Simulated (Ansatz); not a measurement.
The starting structures come from a database of crystals and need not be the phases stable at ambient conditions.

Given:

```
SrP
1.0
    8.08554     0.00000     0.00000
   -4.04277     7.00228     0.00000
    0.00000     0.00000     6.04697
Sr P
6 6
Direct
  0.36015   0.36015   0.50000
  0.00000   0.63985   0.50000
  0.63985   0.00000   0.50000
  0.69509   0.69509   0.00000
  0.00000   0.30491   0.00000
  0.30491   0.00000   0.00000
  0.66667   0.33333   0.19072
  0.66667   0.33333   0.80928
  0.33333   0.66667   0.19072
  0.33333   0.66667   0.80928
  0.00000   0.00000   0.68564
  0.00000   0.00000   0.31436
```

Space group of this cell: P-62m. The cell is taken as given.

Transport runs along the normal of the first two printed cell vectors, the (001) plane of the conventional cell.

The gap is the functional's own. No spin-orbit coupling. Mid-gap values are interpolated on the energy grid.

Give the band gap and the smallest decay constant κ at mid-gap that r2SCAN (Ansatz, a first-principles code) yields.

Gap 0.76 eV on a 6×6×6 mesh; κ = 0.110 1/Å, at the zone centre.
